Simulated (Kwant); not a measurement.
System: wire with a row of barriers in a InAs two-dimensional gas. Effective mass 0.023 mₑ, grid spacing 12 nm, hard walls, nominal width 300 nm (25 grid rows, so walls 312 nm apart), one parabolic valley, scattering region 1200 nm long along x; energies count from the band bottom; Fermi energy swept from 0.00014533 to 0.0017257 eV. 3 barrier(s) across the wire, height 0.011 eV, thickness 24 nm (about 2 grid columns), spaced by 192 nm.

Constants are typed, rounded textbook-type inputs, not results; the design itself was drawn at random and stands for no fabricated device.

Kwant, effective-mass tight-binding model on a square grid, one spin, coherent transport at 0 K. Conductance is in e²/h.

Problem. How many channels do the leads carry at E = 1.00, 1.64 meV?

Solution. The hard-wall thresholds are n² ħ²π²/(2mW²) = n² × 0.168 meV with W = 312 nm. √(1.00/0.168) = 2.44, so 2. √(1.64/0.168) = 3.12, so 3.
